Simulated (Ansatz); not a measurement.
# Response to strain in C

Start from C in the diamond structure (space group Fd-3m, No. 227).

```
CELL_PARAMETERS angstrom
      0.00000     1.78014     1.78014
      1.78014     0.00000     1.78014
      1.78014     1.78014     0.00000
ATOMIC_POSITIONS crystal
  C  0.00000 0.00000 0.00000
  C  0.25000 0.25000 0.25000
```

Cartesian axes are those of the cell as printed.

Strains are applied to the cell and any free atomic positions relax.

Computed with r2SCAN/PAW in Ansatz (an electronic-structure program), scalar-relativistic without spin-orbit coupling.

Notes on the quantities. pressure: mean of the normal stresses, compression positive.

```tsv
variant	pressure	band gap	smallest direct gap	volume per atom
base	0.01 GPa	4.36 eV	5.90 eV	5.64 Å³
uniaxial strain ε_zz = +0.50 %	-2.22 GPa	…	5.83 eV	5.67 Å³
uniaxial strain ε_zz = +1.00 %	-4.39 GPa	4.21 eV	5.77 eV	5.70 Å³
uniaxial strain ε_zz = +1.50 %	-6.51 GPa	4.13 eV	5.71 eV	5.73 Å³
uniaxial strain ε_zz = +2.00 %	-8.58 GPa	4.05 eV	…	5.75 Å³
uniaxial strain ε_zz = +2.50 %	-10.60 GPa	…	5.59 eV	5.78 Å³
uniaxial strain ε_zz = +3.00 %	-12.57 GPa	3.90 eV	…	5.81 Å³
```

### Question
What belongs in the blanks?

### Answer

- uniaxial strain ε_zz = +0.50 %, band gap: 4.29 eV
- uniaxial strain ε_zz = +2.00 %, smallest direct gap: 5.65 eV
- uniaxial strain ε_zz = +2.50 %, band gap: 3.98 eV
- uniaxial strain ε_zz = +3.00 %, smallest direct gap: 5.53 eV

No phonon test of stability was made.
